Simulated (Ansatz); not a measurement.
## Harmonic thermodynamics of zinc blende CuCl

Per mole of formula units at the relaxed static volume; finite displacements on a 6×6×6 mesh, PBE in Ansatz (a first-principles code), k mesh 6×6×6; sums on an interpolated 12×12×12 mesh. Dynamical quadrupoles are not included in the interpolation of the phonons between the solved wave vectors. Zero-point energy 4.57 kJ/mol.

```
T (K)  F_vib (kJ/mol)  S (J/mol/K)  C_V (J/mol/K)
-----  --------------  -----------  -------------
100              2.66         40.1           36.6
150              0.23         56.3           42.8
200             -2.91         69.0           45.6
250             -6.63         79.3           47.0
300               [?]          [?]            [?]
400            -20.35        101.9           48.7
600            -42.85        121.8           49.4
800            -68.70        136.0           49.6
1000           -97.05        147.1           49.7
```

Task: Complete the blanks.

Result: 
- 300, F_vib (kJ/mol): -10.82
- 300, S (J/mol/K): 88.0
- 300, C_V (J/mol/K): 47.9

No phase change or melting is allowed for: the numbers belong to this structure as given.
